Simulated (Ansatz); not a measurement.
The parent structure is SnS in the rock salt structure (space group Fm-3m, No. 225; a = 5.744 Å). Axes: x, y, z lie along the cube axes.

Method: DFT with PBEsol, PAW potentials and a 420 eV plane-wave cutoff in Ansatz (a quantum-chemistry and plane-wave program), spin-orbit coupling left out.

For the base:

| Quantity | Value |
|---|---|
| Pressure | 0.00 GPa |
| Shortest interatomic distance | 287.2 pm |

One thing is altered: uniaxial strain ε_xx = −2.65 %, all other strain components held at zero; the atoms relax in the strained cell.

**Question.** What does the calculation give for the energy relative to the base, pressure and shortest interatomic distance after the change?

**Answer.** The energy grows by 8.9 meV/atom; the pressure (mean of the normal stresses, compression positive) goes from zero to 1.85 GPa; the shortest interatomic distance drops by 7.6 pm (287.2 pm → 279.6 pm).

No phonon test of stability was made.
